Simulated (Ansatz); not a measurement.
## Hypothetical fluorite MoS2: response to strain

Take MoS₂ in the fluorite structure (space group Fm-3m, No. 225; a = 5.845 Å; ferromagnetic; a hypothetical phase, not in the database extracts checked; relaxed with 0.1 eV smearing) as the base. Axes: x, y, z lie along the cube axes.

Strains are applied to the cell and any free atomic positions relax; under biaxial strain the out-of-plane vector relaxes too; under stress the whole cell relaxes.

Levels (all Ansatz, a first-principles code, PAW): PBEsol (420 eV, no SOC); r2SCAN (500 eV, without spin-orbit coupling).

Pressures by level, all at the geometries relaxed with PBEsol:

```json
[
 {"case": "base", "PBEsol": "0.0 GPa", "r2SCAN": "8.6 GPa"},
 {"case": "biaxial strain +1.41 %, plane normal [001], relaxed out of plane", "PBEsol": "-2.0 GPa", "r2SCAN": "6.0 GPa"},
 {"case": "isotropic strain +2.22 %", "PBEsol": "-7.2 GPa", "r2SCAN": "-0.6 GPa"},
 {"case": "uniaxial strain ε_yy = −0.20 %", "PBEsol": "0.2 GPa", "r2SCAN": "8.9 GPa"},
 {"case": "tensor shear ε_xz = +3.12 %", "PBEsol": "-0.3 GPa", "r2SCAN": "8.4 GPa"},
 {"case": "uniaxial stress, 1 GPa compression along z", "PBEsol": "0.3 GPa", "r2SCAN": "9.0 GPa"},
 {"case": "tensor shear ε_yz = −1.61 %", "PBEsol": "-0.1 GPa", "r2SCAN": "8.5 GPa"}
]
```

Other magnetic orders, which the real material may have, were not ruled out. Single points use the geometry relaxed with PBEsol. Their cutoffs differ, which shifts pressures a little. Beyond what the load breaks, stability against distortions was not tested.
